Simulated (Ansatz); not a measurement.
Data:

```
CELL_PARAMETERS angstrom
      4.01863     0.00000     0.00000
      0.00000     4.01863     0.00000
      2.00931    -2.00931     2.82078
ATOMIC_POSITIONS crystal
  Li 0.75000 0.75000 0.50000
  Li 0.25000 0.25000 0.50000
  S  0.00000 0.00000 0.00000
```

No spin polarisation.

Method: PBEsol (Ansatz, a first-principles code, PAW, no SOC). Γ-centred 10×10×10 mesh, Fermi–Dirac width 0.05 eV.

**Question.** Estimate the pressure (mean of the normal stresses, compression positive).

**Answer.** -0.31 GPa.

**Question.** Estimate the band gap.

**Answer.** 3.17 eV.

**Question.** What gap character does the calculation give?

**Answer.** Indirect, Γ → M.

The cells carry an imposed strain or load. Stability against distortions was not tested. The cell was made from Li2S in the anti-fluorite structure (space group Fm-3m, No. 225) by this change: biaxial strain +0.50 %, plane normal [001], relaxed out of plane.
